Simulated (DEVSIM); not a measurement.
Device: Ni/SiO2/n-Si capacitor, at 400 K.

Layer 1 from the left is SiO2, thickness (nm) 1.20. Layer 2 from the left is Si, thickness (nm) 6200, Nd (cm⁻³) 8.6e15.

Metal gate on the left, work function 5.1 eV. Fixed charge at the semiconductor interface 0 cm⁻² (in units of +e); no interface traps.

This is a model device: material constants are rounded textbook-type values typed into the input, and sizes, dopings and lifetimes were drawn at random. Values at 300 K; Nc and Nv go as T^1.5, mobilities as T to minus their exponent, the gap by Varshni's rule with the affinity fixed.

SiO2: gap (eV) 9, affinity (eV) 0.9, permittivity 3.9. Si: gap (eV) 1.124, affinity (eV) 4.05, permittivity 11.7, Nc (cm⁻³) 2.86e19, Nv (cm⁻³) 3.1e19, Varshni α (eV/K) 0.000473, Varshni β (K) 636.

Estimate by hand the flat-band voltage, the threshold voltage, and compare with a numerical solution.


- Flat-band voltage: C = 2.88 μF/cm², work-function difference 0.756 V; VFB = φms − qNf/C = 0.76 V; numerical 0.76 V.
- Threshold voltage: φF = 0.252 V, depletion charge √(4εqNφF) = 3.80e-8 C/cm²; VT = VFB − 2φF − Qd/C = 0.24 V; numerical 0.24 V.

Model (solved in DEVSIM): 1D Poisson equation in equilibrium, Boltzmann statistics, complete ionisation; no quantum confinement or tunnelling. Metal contacts follow the ideal Schottky-Mott rule: no Fermi-level pinning, no interface dipoles.
